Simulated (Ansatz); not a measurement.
The cell is made up: elements placed on another compound's structure type, so the phase may be hypothetical.

By PBEsol, the system below comes out a metal.

Data:

```xyz
5
Lattice="3.1230 0.0000 0.0000 -1.5615 5.7502 0.0000 0.0000 0.0000 3.2865" Properties=species:S:1:pos:R:3 pbc="T T T"
Al     0.0000     0.0000     0.0000
Nb     0.0000     4.1283     1.6433
Nb     1.5615     1.6219     1.6433
B      0.0000     2.4162     0.0000
B      1.5615     3.3340     0.0000
```

Space group of this cell: Cmmm. The cell was relaxed by PBE-D3(BJ); by PBEsol its mean pressure is 1.9 GPa.

The current flows along the normal of the first two printed cell vectors. No spin-orbit coupling; the value is a mean over 0.1 eV about the Fermi level.

### Question
State the ballistic conductance per area according to PBEsol (Ansatz, a program for electronic structure).

### Answer
1.0 × 10¹⁵ S/m² for both spins.
